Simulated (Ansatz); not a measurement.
System: Cu2ZnSnSe4 (I-42m, No. 121). Method: HSE06 (PAW; Ansatz, a first-principles code).

Numerical settings: plane-wave cutoff 460 eV, 6×6×6 k mesh, Fermi–Dirac smearing 0.01 eV, no spin polarisation, scalar-relativistic PAW data made under PBE.

Cell (relaxed with PBEsol):

```cif
data_Cu2Se4SnZn
_chemical_formula_sum 'Zn1 Cu2 Sn1 Se4'
_space_group_name_H-M_alt 'P 1'
_space_group_IT_number 1
_cell_length_a 6.92918
_cell_length_b 6.92918
_cell_length_c 6.92918
_cell_angle_alpha 131.787
_cell_angle_beta 131.787
_cell_angle_gamma 70.566
loop_
_space_group_symop_operation_xyz
  'x, y, z'
loop_
_atom_site_label
_atom_site_type_symbol
_atom_site_fract_x
_atom_site_fract_y
_atom_site_fract_z
_atom_site_occupancy
Zn1 Zn 0.00000 0.00000 0.00000 1
Cu1 Cu 0.75000 0.25000 0.50000 1
Cu2 Cu 0.25000 0.75000 0.50000 1
Sn1 Sn 0.50000 0.50000 0.00000 1
Se1 Se 0.62442 0.62442 0.52109 1
Se2 Se 0.37558 0.89667 0.00000 1
Se3 Se 0.10333 0.10333 0.47891 1
Se4 Se 0.89667 0.37558 0.00000 1
```

### Question
Predict the band gap.

### Answer

- band gap = 0.58 eV (on the SCF k mesh)

Note: cell and atoms aren't relaxed at this level (largest force component 0.45 eV/Å, pressure 1.8 GPa).

Spin–orbit coupling is not included.

Computed values are for the static lattice.

The result took around 16 core-minutes (rough).
